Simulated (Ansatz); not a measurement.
Start from Sn (space group I4_1/amd, No. 141; a = 5.833 Å, c = 3.158 Å).

The change: a hydrostatic pressure of 45 GPa.

Levels (all Ansatz, an electronic-structure program, PAW): PBEsol (420 eV, spin-orbit coupling left out); PBEsol+SOC (420 eV, with spin-orbit coupling).

The geometry is relaxed with PBEsol.

```
Item                Value
---------------  --------
PBEsol pressure  45.0 GPa
```

With PBEsol+SOC at the same geometry, the pressure drops by 0.2 GPa (45.0 GPa → 44.8 GPa).

Single points use the geometry relaxed with PBEsol. The spin-orbit shifts are approximate. Load acts through the strain it causes; cell and atoms are relaxed under it. No phonon test of stability was made. Measured, Sn leaves this structure (for a body-centred tetragonal phase) near 8 GPa (temperature not stated; as listed in Olga Degtyareva, NATO science for peace and security series. B, Physics and biophysics (2010)).
